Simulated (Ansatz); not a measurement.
System: CsCl-type CoAl. Method: PBE-D3(BJ) in Ansatz (plane waves, PAW).

Numerical settings: plane-wave cutoff 520 eV, 20×20×20 k mesh, Fermi–Dirac smearing 0.05 eV, no spin polarisation, scalar-relativistic PAW data made under PBE.

Energies at three volumes about the minimum:

```
V (Å³/atom)  E − E_lowest (meV/atom)
-----------  -----------------------
10.981                          2.81
11.205                          0.00
11.429                          2.62
```

Question: Fit a parabola by hand: where is the minimum, what lattice constant follows, and what is the bulk modulus?

Answer: Slopes: (0.00 − 2.81)/(11.205 − 10.981) = -12.545 and (2.62 − 0.00)/(11.429 − 11.205) = 11.696 meV/Å³. Curvature E″ = 2 × (11.696 − (-12.545))/(11.429 − 10.981) = 108.219 meV/Å⁶. From the middle of the first interval, the slope vanishes at V0 = 11.0930 − (-12.545)/108.219 = 11.209 Å³/atom. B = V0 E″ = 11.209 × 108.219 meV/Å³ × 0.1602 GPa per meV/Å³ = 194 GPa. With 2 atoms in the cube, a = (2 × 11.209)^(1/3) = 2.820 Å. The full Birch–Murnaghan fit to all volumes gives V0 = 11.205 Å³/atom and B0 = 194 GPa.

Measured, for comparison: bulk modulus 162 GPa, lattice constant a 2.861 Å (room temperature, no zero-point or thermal correction; as tabulated in Yamada et al. (2019), arXiv:1910.09660). Computed (rounded) less measured: bulk modulus +20 %.

Ansatz is a first-principles code.
